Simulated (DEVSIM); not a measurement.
System: GaN p-n junction from an implanted or diffused profile, at 300 K.

```csv
layer (left to right),material,thickness (μm),Nd (cm⁻³),τn (s),τp (s)
1,GaN,21.0,6e14,7.8e-8,7.8e-8
```

Added acceptor profile: 3.3e18 cm⁻³ × exp(−(x − 0.069 μm)²/(2·(0.11 μm)²)). Left contact: ohmic. Right contact: ohmic. Voltage is applied to the left contact. Recombination: SRH at mid-gap, radiative. Mobility is constant in doping.

Constants are typed, rounded textbook-type inputs, not results; the design itself was drawn at random and stands for no fabricated device. Values at 300 K.

| parameter | GaN |
|---|---|
| gap (eV) | 3.43 |
| affinity (eV) | 4.1 |
| permittivity | 9.5 |
| Nc (cm⁻³) | 2.3e18 |
| Nv (cm⁻³) | 4.6e19 |
| μn (cm²/Vs) | 1200 |
| μp (cm²/Vs) | 100 |
| B (cm³/s) | 1e-11 |

Model (solved in DEVSIM): 1D drift-diffusion, Boltzmann statistics, complete ionisation; no tunnelling, impact ionisation, image-force lowering or self-heating.

### Question
Tabulate band edges, carrier densities and field at zero bias.

### Answer
Energies count from the Fermi level of the right contact; mesh points crowd at the junctions.

| x (μm) | Ec (eV) | Ev (eV) | n (cm⁻³) | p (cm⁻³) | field (V/cm) |
|---|---|---|---|---|---|
| 0.000 | 3.357 | -0.073 | < 1e2 | 2.7e18 | 1400 |
| 0.02176 | 3.360 | -0.071 | < 1e2 | 3.0e18 | 1000 |
| 0.05053 | 3.361 | -0.068 | < 1e2 | 3.3e18 | 390 |
| 0.08856 | 3.361 | -0.069 | < 1e2 | 3.2e18 | -420 |
| 0.1579 | 3.353 | -0.077 | < 1e2 | 2.4e18 | -1900 |
| 0.2305 | 3.334 | -0.096 | < 1e2 | 1.1e18 | -3500 |
| 0.3132 | 3.298 | -0.132 | < 1e2 | 2.8e17 | -5300 |
| 0.4210 | 3.206 | -0.224 | < 1e2 | 7.8e15 | -16000 |
| 0.5046 | 3.022 | -0.408 | < 1e2 | 6.4e12 | -25000 |
| 0.5880 | 2.817 | -0.613 | < 1e2 | 2.3e9 | -24000 |
| 0.7443 | 2.451 | -0.978 | < 1e2 | 1700 | -22000 |
| 1.282 | 1.408 | -2.022 | < 1e2 | < 1e2 | -16000 |
| 2.307 | 0.333 | -3.097 | 5.9e12 | < 1e2 | -4600 |
| 4.616 | 0.213 | -3.217 | 6.0e14 | < 1e2 | ≈ 0 |
| 12.44 | 0.213 | -3.217 | 6.0e14 | < 1e2 | ≈ 0 |
| 17.06 | 0.213 | -3.217 | 6.0e14 | < 1e2 | ≈ 0 |
| 19.20 | 0.213 | -3.217 | 6.0e14 | < 1e2 | ≈ 0 |
| 20.18 | 0.213 | -3.217 | 6.0e14 | < 1e2 | ≈ 0 |
| 20.72 | 0.213 | -3.217 | 6.0e14 | < 1e2 | ≈ 0 |
| 20.88 | 0.213 | -3.217 | 6.0e14 | < 1e2 | ≈ 0 |
| 20.96 | 0.213 | -3.217 | 6.0e14 | < 1e2 | ≈ 0 |
| 21.00 | 0.213 | -3.217 | 6.0e14 | < 1e2 | ≈ 0 |
